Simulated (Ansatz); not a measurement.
**ZnO with two functionals, isotropic strain −2.94 %**

Start from ZnO in the wurtzite structure (space group P6_3mc, No. 186; a = 3.280 Å, c = 5.294 Å).

(Cell as relaxed with PBE.)

Levels (all Ansatz, a program for electronic structure, PAW, earlier PAW set): PBE (420 eV, no spin-orbit coupling); r2SCAN (500 eV, no spin-orbit coupling).

Each level relaxes its own structure.

| base | PBE | r2SCAN |
|---|---|---|
| volume per atom | 12.33 Å³ | 11.81 Å³ |
| lattice parameter a | 3.280 Å | 3.235 Å |
| band gap | 0.74 eV | 1.23 eV |

The change: every lattice vector is shortened by 2.94 %; the atoms relax in the strained cell.

| quantity | PBE | r2SCAN |
|---|---|---|
| electron mass | 0.16 mₑ (at Γ) | 0.21 mₑ (at Γ) |
| valence-band top at Γ (three highest levels, from the VBM) | 0.00, 0.00, -0.11 eV | 0.00, 0.00, -0.13 eV |
| energy relative to the base (free energy F) | +43 meV/atom | +47 meV/atom |
| band gap | 0.87 eV | 1.36 eV |
| pressure (mean of the normal stresses, compression positive) | 14.11 GPa | 16.30 GPa |

PBE's energy relative to the base lies 4.5 meV/atom below r2SCAN's; PBE's band gap lies 0.49 eV below r2SCAN's; PBE's pressure lies 2.19 GPa below r2SCAN's. Neither level is exact; r2SCAN is the comparison here, not a measurement.

Masses are band curvatures over ±0.01 Å⁻¹ around the edge. Stability against distortions was not tested.
